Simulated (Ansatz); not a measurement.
Base system: ZnS in the zinc blende structure (space group F-43m, No. 216; a = 5.357 Å).

Method: plane-wave PAW DFT at the PBEsol level (Ansatz, a first-principles code, 420 eV), spin-orbit coupling left out.

Now apply this change: hydrostatic tension (pressure −2 GPa).

Question: How does this affect the mean gap deformation potential ΔEg/Δln V?

Answer: The mean gap deformation potential ΔEg/Δln V amounts to -4.3 eV.

Load acts through the strain it causes; cell and atoms are relaxed under it. No phonon test of stability was made.
